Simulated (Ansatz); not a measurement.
Input:

```
CELL_PARAMETERS angstrom
      0.00000     3.01660     3.01660
      3.01660     0.00000     3.01660
      3.01660     3.01660     0.00000
ATOMIC_POSITIONS crystal
  In 0.00000 0.00000 0.00000
  As 0.25000 0.25000 0.25000
```

Calculation: PBE with spin-orbit coupling, rigid bands (plane waves, PAW; Ansatz, an electronic-structure program). Condition of this run: hydrostatic pressure of 1.6 GPa (compression positive) (the target of the relaxation). Cell: cell and atoms relaxed with PBEsol, then loaded as said.

Task: Is this a good metal at this level?

Result: No. No gap shows, but r2SCAN opens one on the same cell, so the missing gap may be the functional's error (that test had no spin-orbit coupling). N(E_F) = 0.0025 states/eV a cell at 300 K and the Drude plasma energy along the best axis is 0.158 eV, several times under that of a simple or noble metal.
